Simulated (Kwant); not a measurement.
Device: wire with an antidot in a GaN two-dimensional gas. Effective mass 0.22 mₑ, grid spacing 10 nm, hard walls, nominal width 300 nm (29 grid rows, so walls 300 nm apart), one parabolic valley, scattering region 900 nm long along x; energies count from the band bottom; Fermi energy swept from 9.4957e-06 to 0.000767 eV. Hard-wall hole of radius 58 nm, 0 nm off the axis.

The device is made up for the run: typed textbook-type constants, with dimensions and the other settings drawn at random.

Model: effective-mass tight-binding model on a square grid, one spin, coherent transport at 0 K (Kwant). Conductance is in e²/h.

Sweep values stay those of the base run.

The effective mass was swept, all else fixed.

| effective mass (mₑ) | mean G (e²/h) over the sweep | G (e²/h) at E = 0.5694 meV | G (e²/h) at E = 0.7670 meV | G (e²/h) at E = 0.3828 meV |
|---|---|---|---|---|
| 0.13 | 1.26 | 2.00 | 2.00 | 1.89 |
| 0.18 | 1.49 | 2.00 | 2.36 | 2.00 |
| 0.22 | 1.83 | 2.07 | 3.89 | 2.00 |
| 0.29 | 2.36 | 3.82 | 4.00 | 2.01 |

From the first row to the last the mean G over the sweep goes from 1.26 to 2.36. From the first row to the last the G at E = 0.5694 meV goes from 2.00 to 3.82.
